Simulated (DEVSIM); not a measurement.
System: illuminated Si n-on-p cell, one wavelength, with a back-surface field, at 250 K.

Layer 1 from the left is Si, thickness (μm) 0.160, Nd (cm⁻³) 1.1e18, τn (s) 1.7e-7, τp (s) 1.8e-7, absorption coefficient (cm⁻¹) 220. Layer 2 from the left is Si, thickness (μm) 47.0, Na (cm⁻³) 1.4e15, τn (s) 2.3e-7, τp (s) 2.3e-7, absorption coefficient (cm⁻¹) 220. Layer 3 from the left is Si, thickness (μm) 2.00, Na (cm⁻³) 7.7e18, τn (s) 2.3e-7, τp (s) 2.3e-7, absorption coefficient (cm⁻¹) 220.

Left contact: ohmic, minority hole recombination velocity 4e6 cm/s. Right contact: ohmic, minority electron recombination velocity 70000 cm/s. Voltage is applied to the left contact. Recombination: SRH at mid-gap, radiative, Auger. Light enters at the left, 1.6e18 photons cm⁻² s⁻¹, one pass, no reflection. Mobility is constant in doping.

This is a model device: material constants are rounded textbook-type values typed into the input, and sizes, dopings and lifetimes were drawn at random. Values at 300 K; Nc and Nv go as T^1.5, mobilities as T to minus their exponent, the gap by Varshni's rule with the affinity fixed.

Si: gap (eV) 1.124, affinity (eV) 4.05, permittivity 11.7, Nc (cm⁻³) 2.86e19, Nv (cm⁻³) 3.1e19, μn (cm²/Vs) 1417, μp (cm²/Vs) 470, T exponent of μn 2.3, T exponent of μp 2.2, B (cm³/s) 4.7e-15, Cn (cm⁶/s) 2.8e-31, Cp (cm⁶/s) 9.9e-32, Varshni α (eV/K) 0.000473, Varshni β (K) 636.

Model (solved in DEVSIM): 1D drift-diffusion, Boltzmann statistics, complete ionisation; no tunnelling, impact ionisation, image-force lowering or self-heating.

Dark forward current:

```tsv
|V| (V)	|J| (A/cm²)
0.05	3.941e-10
0.10	1.617e-9
0.15	5.687e-9
0.20	1.945e-8
0.25	6.678e-8
0.30	2.354e-7
0.35	8.867e-7
0.40	3.862e-6
0.45	2.146e-5
0.50	0.0001557
0.55	0.001358
0.60	0.01283
0.65	0.1149
0.70	0.7040
0.75	2.675
0.80	8.791
0.85	28.75
0.90	92.77
0.95	288.2
1.00	825.1
1.05	2044
```

Task: Work out the local ideality factor n = ΔV / (kT/q · ln(J2/J1)) between the rows 0.10 and 0.15 V, 0.55 and 0.60 V, 1.00 and 1.05 V.

Result: kT/q = 21.54 mV. From 0.10 to 0.15 V: ln(5.687e-9/1.617e-9) = 1.258, n = 1.85. From 0.55 to 0.60 V: ln(0.01283/0.001358) = 2.246, n = 1.03, near the 1 of diffusion or emission over a barrier. From 1.00 to 1.05 V: ln(2044/825.1) = 0.907, n = 2.56.

Task: What current could the absorbed light give at most, and what share is collected?

Result: Σ αd = 1.08, so qΦ(1 − exp(−Σ αd)) = 169 mA/cm². The simulated short-circuit current is 116.4 mA/cm², a share of 0.69.

Task: Estimate the open-circuit voltage by superposition: the voltage at which the dark current equals that short-circuit current.

Result: Interpolating ln J in the table gives 0.650 V. The simulation gives 0.649 V, the same within the digits that matter. Superposition holds where collection doesn't change with voltage.

Task: Estimate the fill factor from FF0 = (v − ln(v + 0.72))/(v + 1), v = qVoc/(nkT), with n from the dark curve.

Result: The rows about Voc, 0.60 and 0.65 V, give n = 1.06, so v = 28.5 and FF0 = 0.852. The simulation gives 0.844, the same within the digits that matter.
